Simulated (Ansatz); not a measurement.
Ti, response to strain

Base system: Ti in the hcp (Mg type) structure (space group P6_3/mmc, No. 194; a = 2.936 Å, c = 4.640 Å; relaxed with 0.1 eV smearing). Axes: x lies along a and z along c of the hexagonal cell.

Strains are applied to the cell and any free atomic positions relax.

Calculations: Ansatz (a first-principles code) r2SCAN, scalar-relativistic without spin-orbit coupling.

Notes on the quantities. pressure: mean of the normal stresses, compression positive; energy relative to the base: free energy F.

| change | space group | volume per atom | pressure | energy relative to the base |
|---|---|---|---|---|
| base | P6_3/mmc (No. 194) | 17.32 Å³ | 0.0 GPa | 0 meV/atom |
| isotropic strain −4.10 % | P6_3/mmc (No. 194) | 15.28 Å³ | (withheld) | (withheld) |
| uniaxial strain ε_xx = −0.26 % | Cmcm (No. 63) | 17.28 Å³ | 0.3 GPa | +0.1 meV/atom |
| uniaxial strain ε_yy = −2.28 % | Cmcm (No. 63) | 16.93 Å³ | (withheld) | (withheld) |

Task: Complete the table.

Result: 
- isotropic strain −4.10 %, pressure: 18.1 GPa
- isotropic strain −4.10 %, energy relative to the base: +106 meV/atom
- uniaxial strain ε_yy = −2.28 %, pressure: 2.8 GPa
- uniaxial strain ε_yy = −2.28 %, energy relative to the base: +5.2 meV/atom

Stability against distortions was not tested. All final runs are without spin polarisation.
